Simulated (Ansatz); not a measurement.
The structure below was relaxed with PBEsol (Ansatz, an electronic-structure program; PAW; 420 eV plane waves; no spin-orbit coupling), at pressure 0.9 GPa.

Space group Im-3m (No. 229); a = 3.126 Å, b = 3.126 Å, c = 3.126 Å, α = 90.00°, β = 90.00°, γ = 90.00°

| atom | site | symmetry | x | y | z |
|---|---|---|---|---|---|
| Mo | 2a | m-3m | 0.0000 | 0.0000 | 0.0000 |

Problem. Write out a cell with all atoms.

Solution. 
```cif
data_Mo2
_chemical_formula_sum 'Mo2'
_space_group_name_H-M_alt 'P 1'
_space_group_IT_number 1
_cell_length_a 3.12625
_cell_length_b 3.12625
_cell_length_c 3.12625
_cell_angle_alpha 90.000
_cell_angle_beta 90.000
_cell_angle_gamma 90.000
loop_
_space_group_symop_operation_xyz
  'x, y, z'
loop_
_atom_site_label
_atom_site_type_symbol
_atom_site_fract_x
_atom_site_fract_y
_atom_site_fract_z
_atom_site_occupancy
Mo1 Mo 0.00000 0.00000 0.00000 1
Mo2 Mo 0.50000 0.50000 0.50000 1
```
This is the conventional cell.

Load acts through the strain it causes; cell and atoms are relaxed under it. No phonon test of stability was made. The final runs are not spin-polarised. The cell was made from Mo in the bcc (W type) structure (space group Im-3m, No. 229) by this change: pressure 0.9 GPa.
